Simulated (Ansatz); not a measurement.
Consider CaO in the rock salt structure (space group Fm-3m, No. 225; a = 4.767 Å). Axes: x, y, z lie along the cube axes.

Computed with Kohn–Sham DFT with the PBEsol functional, run in Ansatz (a program for electronic structure) with PAW and 420 eV plane waves, scalar-relativistic without spin-orbit coupling.

Before the change:

```
Item                             Value
-----------------------------  -------
Shortest interatomic distance  2.384 Å
```

Perturbation: tensile biaxial strain of 1.67 % in the plane normal to [111], as in epitaxy on a mismatched substrate; the out-of-plane cell vector and the atoms relax.

Problem. What happens to the energy relative to the base?

Solution. The energy goes up by 5.6 meV/atom.

Problem. How does this affect the shortest interatomic distance?

Solution. The shortest interatomic distance increases by 0.0189 Å (2.384 Å → 2.402 Å).

Stability against distortions was not tested.
